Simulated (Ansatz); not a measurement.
Bond-angle distributions (per cent of the angles at each element, bins of 10°) of a relaxed model of amorphous Ti20O43W at 3.57 g/cm³. Calculation: PBE, scalar-relativistic without spin-orbit coupling (plane waves to 420 eV, PAW; Ansatz, a first-principles code).

Preparation: random packing, a CHGNet melt and quench, and a DFT relaxation. O atoms were pushed apart under 1.9 Å during the dynamics, to hinder bonds among them. The hot cell started wider than the set density and was brought back towards it in steps. It is the lowest in DFT energy of 2 quenches. It is a model cell: composition and starting density were chosen by hand, and all elements were melted together. No dispersion term was used. Its density started from a set value of 3.83 and ended at 3.57 g/cm³. The simulated quench (nominally 240 K/ps over its main leg) is rapid and tends to freeze in more defects than a deposited or slowly cooled glass has. One small periodic cell is one sample of the glass; other quenches scatter about these values. Volume and shape were free in the relaxation.

Neighbours within Ti-Ti 3.12 Å, Ti-O 2.44 Å, Ti-W 3.08 Å, O-O 1.58 Å, O-W 2.51 Å, W-W 3.04 Å count as bonded. Two cations that share two anions don't count as bonded, nor two that share one unless they lie closer than Ti-Ti 3.04 Å, Ti-W 3.00 Å, W-W 2.95 Å.

```tsv
angle (°)	at Ti	at O
50-60	0	0
60-70	2	0
70-80	11	0
80-90	18	2
90-100	19	14
100-110	16	18
110-120	10	9
120-130	5	18
130-140	5	11
140-150	5	15
150-160	4	9
160-170	3	2
170-180	1	1
```

They go with these counts of neighbours within the cut-offs, cation contacts included: Ti mean 5.2, most often 5; O mean 2.5, most often 2.
